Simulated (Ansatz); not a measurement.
**Response to strain in Ta**

Base system: Ta in the bcc (W type) structure (space group Im-3m, No. 229; a = 3.3048 Å). Axes: x, y, z lie along the cube axes.

Strains are applied to the cell and any free atomic positions relax; under biaxial strain the out-of-plane vector relaxes too; under stress the whole cell relaxes.

Method: r2SCAN, PAW, 500 eV (Ansatz, a program for electronic structure; no SOC).

Notes on the quantities. energy relative to the base: free energy F; pressure: mean of the normal stresses, compression positive.

```json
[
 {"case": "base", "volume per atom": "18.05 Å³", "energy relative to the base": "0 meV/atom", "pressure": "0.0 GPa"},
 {"case": "biaxial strain −1.24 %, plane normal [001], relaxed out of plane", "volume per atom": "17.86 Å³", "energy relative to the base": "+4.7 meV/atom", "pressure": "2.3 GPa"},
 {"case": "biaxial strain +1.32 %, plane normal [001], relaxed out of plane", "volume per atom": "18.25 Å³", "energy relative to the base": "___", "pressure": "-2.1 GPa"},
 {"case": "biaxial strain +2.14 %, plane normal [001], relaxed out of plane", "volume per atom": "18.36 Å³", "energy relative to the base": "+12 meV/atom", "pressure": "-3.1 GPa"},
 {"case": "biaxial strain −0.25 %, plane normal [111], relaxed out of plane", "volume per atom": "___", "energy relative to the base": "+0.2 meV/atom", "pressure": "0.5 GPa"},
 {"case": "isotropic strain −1.22 %", "volume per atom": "17.40 Å³", "energy relative to the base": "+16 meV/atom", "pressure": "___"},
 {"case": "isotropic strain +0.66 %", "volume per atom": "18.41 Å³", "energy relative to the base": "+4.4 meV/atom", "pressure": "-3.9 GPa"},
 {"case": "uniaxial strain ε_xx = −1.32 %", "volume per atom": "17.81 Å³", "energy relative to the base": "___", "pressure": "2.8 GPa"},
 {"case": "uniaxial strain ε_zz = +2.77 %", "volume per atom": "18.55 Å³", "energy relative to the base": "+12 meV/atom", "pressure": "-5.2 GPa"},
 {"case": "uniaxial stress, 2 GPa compression along x", "volume per atom": "17.99 Å³", "energy relative to the base": "+1.4 meV/atom", "pressure": "–"}
]
```

Question: Complete the table.

Answer: 
- biaxial strain +1.32 %, plane normal [001], relaxed out of plane, energy relative to the base: +4.8 meV/atom
- biaxial strain −0.25 %, plane normal [111], relaxed out of plane, volume per atom: 18.00 Å³
- isotropic strain −1.22 %, pressure: 8.1 GPa
- uniaxial strain ε_xx = −1.32 %, energy relative to the base: +2.9 meV/atom

Without a gap, meshes like the base's 20×20×20 leave anisotropic stresses uncertain by several tenths of a GPa, and small strain energies with them. Beyond what the load breaks, stability against distortions was not tested. All final runs are without spin polarisation.
